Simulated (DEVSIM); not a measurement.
## Schottky contact on n-type GaAs

Device: Schottky contact on n-type GaAs, at 300 K.

```tsv
layer (left to right)	material	thickness (μm)	Nd (cm⁻³)	τn (s)	τp (s)
1	GaAs	0.750	6.3e16	1.8e-9	1.8e-9
```

Left contact: Schottky, work function 5.16 eV, emission velocity 2.4e6 cm/s. Right contact: ohmic. Voltage is applied to the left contact. Recombination: SRH at mid-gap, radiative. Mobility is μmin + (μ − μmin)/(1 + (N/Nref)^α).

The device is made up for the run: typed textbook-type constants, with dimensions and the other settings drawn at random. Values at 300 K.

```tsv
parameter	GaAs
gap (eV)	1.424
affinity (eV)	4.07
permittivity	12.9
Nc (cm⁻³)	4.7e17
Nv (cm⁻³)	9e18
μn (cm²/Vs)	8500
μp (cm²/Vs)	400
μn,min	500
μp,min	20
Nref,n	6e16
Nref,p	1.5e17
αn	0.39
αp	0.38
B (cm³/s)	2e-10
```

Model (solved in DEVSIM): 1D drift-diffusion, Boltzmann statistics, complete ionisation; no tunnelling, impact ionisation, image-force lowering or self-heating. Metal contacts follow the ideal Schottky-Mott rule: no Fermi-level pinning, no interface dipoles.

* **Potential step across the device at zero bias**: 1.038 V
* **Largest field in the device at zero bias**: 130000 V/cm
* **Dark forward voltage at 1 A/cm²**: 0.777 V
* **Dark forward voltage at 100 A/cm²**: 0.897 V

Dark forward current:

(V (V), J (A/cm²)): (0.05, 1.5e-10); (0.10, 5.2e-10); (0.15, 1.5e-9); (0.20, 4.3e-9); (0.25, 1.3e-8); (0.30, 4.0e-8); (0.35, 1.5e-7); (0.40, 6.8e-7); (0.45, 3.8e-6); (0.50, 2.4e-5); (0.55, 0.00016); (0.60, 0.0011); (0.65, 0.0073); (0.70, 0.050); (0.75, 0.35); (0.80, 2.4); (0.85, 17); (0.90, 110); (0.95, 750); (1.00, 4200)

Small-signal capacitance in reverse bias (quasi-static):

```csv
V (V),C (nF/cm²)
-0.1,72.0
-0.25,67.6
-0.5,61.7
-0.75,57.2
-1,53.5
-1.5,47.9
-2,43.7
-2.5,40.5
-3.25,36.8
-4,33.9
-5,31.0
```
